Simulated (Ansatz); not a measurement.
**A computed series for hypothetical Pm-3n C: pressure series**

Start from C (space group Pm-3n, No. 223; a = 3.8768 Å; a hypothetical phase, not in the database extracts checked).

Cell and atoms are relaxed at each pressure.

Levels (all Ansatz, a first-principles code, PAW): PBE (420 eV, spin-orbit coupling left out); PBEsol (420 eV, no spin-orbit coupling).

The base cell above is that of PBE; each level relaxes its own structures.

| case | lattice parameter a, PBE | lattice parameter a, PBEsol |
|---|---|---|
| pressure −2 GPa | 7.360 bohr | 7.243 bohr |
| pressure −1 GPa | 7.343 bohr | 7.229 bohr |
| pressure 0.3 GPa | 7.321 bohr | ? |
| pressure 0.7 GPa | 7.315 bohr | 7.205 bohr |
| pressure 1.5 GPa | 7.302 bohr | 7.194 bohr |
| pressure 3 GPa | 7.279 bohr | ? |
| pressure 5 GPa | 7.249 bohr | ? |
| pressure 7.5 GPa | 7.214 bohr | 7.119 bohr |
| pressure 10 GPa | 7.182 bohr | ? |

Problem. Some entries are withheld; estimate them.

Solution. 
- pressure 0.3 GPa, lattice parameter a, PBEsol: 7.211 bohr
- pressure 3 GPa, lattice parameter a, PBEsol: 7.174 bohr
- pressure 5 GPa, lattice parameter a, PBEsol: 7.149 bohr
- pressure 10 GPa, lattice parameter a, PBEsol: 7.090 bohr

PBE lies above PBEsol in every row, by 0.091 bohr to 0.117 bohr. They put the cases in the same order.

Load acts through the strain it causes; cell and atoms are relaxed under it. No phonon test of stability was made. Competing high-pressure phases were not computed.
